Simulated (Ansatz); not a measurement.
Structures of equal composition on the (100) surface of germanium: 1 pair of surface atoms bonded, P on one of 2 surface atoms, no caps; 1 pair of surface atoms bonded, P on one of 2 atoms under the surface, no caps. The slabs share one bottom face, and each structure is named by its start. These are constructed structures in small cells; real faces may alloy, dewet or reconstruct in larger ones, and not all known structures of the face are among them. Slabs of about 17 Å, Fermi-Dirac smearing of 0.025 eV. Bottom of the slabs: built like the top, H on every dangling bond, free. Relaxed from the named starts with such symmetry as they have, on meshes of like density; energies extrapolated to zero smearing; spin only where a row says so; no spin-orbit coupling, no U. Brackets mark spin-polarised runs, whose order is one that fits the cell. Where a second, spin-polarised start was run, the lower counts.

Calculation: PBE (plane waves to 420 eV, PAW; Ansatz, a program for electronic structure).

Problem. Order them by energy per 1x1 cell (lowest first) at the level PBE.

Solution. 1 pair of surface atoms bonded, P on one of 2 surface atoms, no caps (0.000 eV [spin start, no net moment], no gap on the mesh), 1 pair of surface atoms bonded, P on one of 2 atoms under the surface, no caps (0.070 eV [spin start, no net moment], no gap on the mesh)
